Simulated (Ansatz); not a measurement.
**SrSnS3 in the cubic perovskite structure (space group Pm-3m, No. 221; a hypothetical phase, not in the database extracts checked)**

SrSnS₃ has the cubic space group Pm-3m (No. 221), the cubic perovskite structure, Pearson symbol cP5. Conventional cell: a = 4.9755 Å, b = 4.9755 Å, c = 4.9755 Å, α = 90.00°, β = 90.00°, γ = 90.00°. Sr on 1a has 12 S at 3.518 Å (cuboctahedral). Sn on 1b is surrounded by 6 S at 2.488 Å (octahedral). S on 3c sees 2 Sn at 2.488 Å and 4 Sr at 3.518 Å (octahedral). (Neighbours: up to the widest gap in distance over summed covalent radii, below 1.35, at either atom; cation-cation and far metal-metal contacts left out.)

Level of theory: DFT with PBEsol, PAW potentials and a 420 eV plane-wave cutoff in Ansatz (an electronic-structure program), without spin-orbit coupling. Γ-centred 10×10×10 mesh, Fermi–Dirac width 0.05 eV.

```json
{
 "volume_per_atom": "24.63 Å³",
 "density": "4.08 g/cm³",
 "band_gap": "zero",
 "total_energy": "-2420.182 eV/atom (σ→0; compares only within this code and set-up)"
}
```

Stability against distortions was not tested. All final runs are without spin polarisation. Many cubic perovskites are stable only at high temperature; tilts and polar distortions were not tested.
